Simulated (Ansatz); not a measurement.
Several settings converged on CaSi (Cm, 4 atoms in the cell)

```
CELL_PARAMETERS angstrom
      2.28886    -5.37240     0.00000
      2.28886     5.37240     0.00000
      0.00000     0.00000     3.92493
ATOMIC_POSITIONS crystal
  Ca 0.13851 0.86149 0.26274
  Ca 0.86149 0.13851 0.75000
  Si 0.43155 0.56845 0.25000
  Si 0.56845 0.43155 0.75000
```

Base method: LDA (PW92), default PAW files made with PBE (plane waves; Ansatz, an electronic-structure program).

Base settings: basis.ecutwfc = 420 eV; kpoints.mp_grid.grid = 8 8 9; hamiltonian.xc = lda; hamiltonian.pseudopotentials = {kind: paw} (the program's default PAW files); scf.occupations.method = fermi_dirac; scf.occupations.width = 0.1 eV.

The count of work is k-points × plane waves × bands × iterations; it is no time. Core times come from one kind of shared machine, to one figure; runs under 30 s give none.

**The k-point mesh**

The second cell is the first with its lattice scaled by 0.98.

Only quantities that move along the ladder and can be compared are tabulated.

| kpoints.mp_grid.grid | free energy less the last step's (meV/atom) | energy of the compressed cell less the first (meV/atom) | pressure (GPa) | largest difference of a force vector from the last step's (eV/Å) | count of work / last |
|---|---|---|---|---|---|
| 2 2 2 | 77.74 | -28.80 | -4.67 | 0.621 | 0.0088 |
| 4 4 4 | 14.81 | -23.76 | -4.17 | 0.114 | 0.030 |
| 5 5 5 | -1.14 | -24.19 | -4.22 | 0.062 | 0.049 |
| 6 6 7 | -0.11 | -23.94 | -4.19 | 0.024 | 0.096 |
| 8 8 8 | -0.30 | -23.91 | -4.19 | 0.011 | 0.19 |
| 8 8 9 | -0.30 | -23.91 | -4.19 | 0.006 | 0.21 |
| 14 14 15 | 0.00 | -23.96 | -4.19 | 0.000 | 1.0 |

Coarsest kpoints.mp_grid.grid that holds the pressure within 0.1 GPa of the last step, with all finer ones: 4 4 4, at 0.030 of the last step's count of work; the step before is off by 0.47 GPa.

Coarsest kpoints.mp_grid.grid that holds the energy of the compressed cell less the first within 1 meV/atom of the last step, with all finer ones: 4 4 4, at 0.030 of the last step's count of work; the step before is off by 4.8 meV/atom.

The energy difference between the two cells stays within 1 meV/atom of the last step's from 4 4 4 on, the total only from 6 6 7 on: much of the error is common to both cells and cancels.

**The k-point mesh at a smearing width of 0.02 eV**

In this ladder: scf.occupations.width = 0.02 eV.

Only quantities that move along the ladder and can be compared are tabulated.

```csv
kpoints.mp_grid.grid,free energy less the last step's (meV/atom),pressure (GPa),largest difference of a force vector from the last step's (eV/Å),count of work / last,core time / last (rough)
3 3 3,34.65,-4.08,0.180,0.0052,–
4 4 4,14.61,-4.15,0.137,0.013,–
5 5 5,-2.64,-4.22,0.037,0.020,–
7 7 8,-1.08,-4.20,0.011,0.061,–
10 10 11,0.21,-4.20,0.009,0.16,0.2
15 15 16,-0.03,-4.21,0.003,0.51,0.5
19 19 20,0.00,-4.21,0.000,1.0,1
```

Coarsest kpoints.mp_grid.grid that holds the pressure within 0.05 GPa of the last step, with all finer ones: 5 5 5, at 0.020 of the last step's count of work; the step before is off by 0.06 GPa.

Coarsest kpoints.mp_grid.grid that holds the forces within 0.02 eV/Å of the last step, with all finer ones: 7 7 8, at 0.061 of the last step's count of work; the step before is off by 0.037 eV/Å.

Coarsest kpoints.mp_grid.grid that holds the free energy within 1 meV/atom of the last step, with all finer ones: 10 10 11, at 0.16 of the last step's count of work and about 0.2 of the last step's time; the step before is off by 1.1 meV/atom.

**The k-point mesh at a smearing width of 0.3 eV**

In this ladder: scf.occupations.width = 0.3 eV.

Only quantities that move along the ladder and can be compared are tabulated.

| kpoints.mp_grid.grid | free energy less the last step's (meV/atom) | pressure (GPa) | largest difference of a force vector from the last step's (eV/Å) | count of work / last | core time / last (rough) |
|---|---|---|---|---|---|
| 3 3 3 | 30.87 | -3.83 | 0.122 | 0.0039 | – |
| 5 5 5 | 1.61 | -4.01 | 0.061 | 0.018 | – |
| 7 7 8 | -0.11 | -4.02 | 0.009 | 0.061 | – |
| 10 10 11 | -0.04 | -4.03 | 0.001 | 0.16 | 0.1 |
| 15 15 16 | 0.00 | -4.03 | 0.000 | 0.51 | 0.5 |
| 19 19 20 | 0.00 | -4.03 | 0.000 | 1.0 | 1 |

Coarsest kpoints.mp_grid.grid that holds the forces within 0.02 eV/Å of the last step, with all finer ones: 7 7 8, at 0.061 of the last step's count of work; the step before is off by 0.061 eV/Å.

Coarsest kpoints.mp_grid.grid that holds the pressure within 0.05 GPa of the last step, with all finer ones: 5 5 5, at 0.018 of the last step's count of work; the step before is off by 0.20 GPa.

Coarsest kpoints.mp_grid.grid that holds the free energy within 2 meV/atom of the last step, with all finer ones: 5 5 5, at 0.018 of the last step's count of work; the step before is off by 31 meV/atom.

On the base run: the starting cell comes from a database of computed structures (which also holds hypothetical and non-ambient phases and stackings), without a prior relaxation at this level. Its lattice was rescaled by up to half a per cent. One atom was moved a little off its site on purpose. In the base run, with a pressure of about -4 GPa the cell is away from its equilibrium volume at this level. Ansatz's pressure includes its estimate of the finite-basis (Pulay) stress.

Keys are those of Ansatz 0.2.
